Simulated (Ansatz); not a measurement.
System: TaO2F (P4₂/mmc, No. 131, 8 atoms in the cell; start mp-33997). Method: PBEsol in Ansatz (plane waves, PAW).

Run with plane-wave cutoff 520 eV, 8×8×6 k mesh (along the axes of the cell as run), Fermi–Dirac smearing 0.01 eV, scalar-relativistic PAW data made under PBE.

Cell (relaxed with PBEsol):

```cif
data_F2O4Ta2
_chemical_formula_sum 'Ta2 O4 F2'
_space_group_name_H-M_alt 'P42/mmc'
_space_group_IT_number 131
_space_group_name_Hall '-P 4c 2'
_cell_length_a 3.94265
_cell_length_b 3.94265
_cell_length_c 7.70928
_cell_angle_alpha 90.000
_cell_angle_beta 90.000
_cell_angle_gamma 90.000
loop_
_atom_site_label
_atom_site_type_symbol
_atom_site_symmetry_multiplicity
_atom_site_Wyckoff_symbol
_atom_site_fract_x
_atom_site_fract_y
_atom_site_fract_z
_atom_site_occupancy
Ta1 Ta 2 a 0.00000 0.00000 0.00000 1
O1 O 2 e 0.00000 0.00000 0.25000 1
O2 O 2 d 0.50000 0.00000 0.00000 1
F1 F 2 c 0.00000 0.50000 0.00000 1
```

Task: What does this level give for the band gap and smallest direct gap on the k points sampled?

Result: 
- band gap = 2.11 eV
- smallest direct gap on the k points sampled = 2.51 eV

Spin–orbit coupling is not included.

Static lattice: no zero-point or thermal effects.

It cost around 28 core-seconds (rough) of CPU time.

A start named mp-… is a Materials Project structure, which need not be a measured phase.

Ansatz is a quantum-chemistry and plane-wave program.
